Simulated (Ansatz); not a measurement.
## bcc W (1 1 0) on zinc-blende GaAs (1 1 0) (film strained to the substrate, faces as cut)

A periodic stack without vacuum, bcc W (1 1 0) on zinc-blende GaAs (1 1 0) (film strained to the substrate, faces as cut): substrate slab As16Ga16, film W24, surface cells [[0, 2], [-1, 0]] and [[-4, -1], [-2, -2]], film strained by +4.2 and +4.2 %, faces AsGa/AsGa and W/W as cut (like faces can put a slab off its formula).

The start was prepared with a machine-learned potential, and the result is one local minimum, with the in-plane cell held and forces under 0.04 eV/Å; the film can end far from its bulk form.

Calculation: PBE (plane waves to 420 eV, PAW; Ansatz, an electronic-structure program). Scalar-relativistic, without spin–orbit coupling; the runs are not spin-polarised. Its k-point mesh 3×5×1, Fermi–Dirac width 0.05 eV.

interface area: 46.7 Å²
period: 25.16 Å
gaps between the outermost planes at the two interfaces: 1.84 and 1.78 Å
Ga–W contacts across the interfaces within 1.22 times the sum of covalent radii: 15, mean 2.83 Å
As–W contacts across the interfaces within 1.22 times the sum of covalent radii: 13, mean 2.68 Å
estimate of the barrier: withheld, since the Fermi level falls at or inside a band of the host, which a slab this thin can't settle

```
CELL_PARAMETERS angstrom
      8.12279    -0.00033     0.22407
     -0.00015     5.74564     0.01688
      2.05050    -1.83737    25.21623
ATOMIC_POSITIONS crystal
  As 0.19343 0.89469 0.02559
  As 0.73330 0.79217 0.03437
  As 0.89840 0.27661 0.12512
  As 0.40904 0.26533 0.12313
  As 0.62522 0.79224 0.20517
  As 0.12529 0.79487 0.20129
  As 0.34785 0.32180 0.28347
  As 0.84921 0.31830 0.28491
  As 0.07081 0.84281 0.36441
  As 0.57101 0.84765 0.36525
  As 0.79712 0.37554 0.44643
  As 0.29204 0.36067 0.44397
  As 0.51810 0.87483 0.52267
  As 0.01546 0.92188 0.52979
  As 0.17660 0.56206 0.61479
  As 0.72941 0.43748 0.61657
  Ga 0.65604 0.01328 0.12500
  Ga 0.15275 0.03321 0.12211
  Ga 0.87302 0.41923 0.03720
  Ga 0.44219 0.35383 0.02986
  Ga 0.09985 0.06841 0.28335
  Ga 0.59734 0.07346 0.28459
  Ga 0.37605 0.54754 0.20272
  Ga 0.87426 0.54823 0.20543
  Ga 0.54776 0.12574 0.44599
  Ga 0.04076 0.11860 0.44497
  Ga 0.82037 0.59629 0.36505
  Ga 0.32142 0.59575 0.36451
  Ga 0.12479 0.10787 0.61479
  Ga 0.47207 0.99610 0.61628
  Ga 0.25685 0.65467 0.51917
  Ga 0.77118 0.63794 0.53016
  W  0.25564 0.84514 0.69268
  W  0.91456 0.01198 0.69638
  W  0.26841 0.34646 0.69422
  W  0.92737 0.51849 0.68989
  W  0.59488 0.71201 0.69380
  W  0.59957 0.20055 0.69470
  W  0.06348 0.21256 0.77809
  W  0.73330 0.38537 0.77999
  W  0.06437 0.70972 0.77890
  W  0.73141 0.87978 0.78038
  W  0.39705 0.04971 0.77999
  W  0.39898 0.55003 0.77851
  W  0.86887 0.57335 0.86653
  W  0.53374 0.74239 0.86623
  W  0.86978 0.07309 0.86675
  W  0.53867 0.24726 0.86457
  W  0.20232 0.40820 0.86560
  W  0.20120 0.90204 0.86461
  W  0.66678 0.95281 0.95045
  W  0.34119 0.09920 0.94901
  W  0.67445 0.44402 0.95296
  W  0.33851 0.59712 0.95154
  W  0.00013 0.75779 0.95471
  W  0.01665 0.25128 0.94957
```
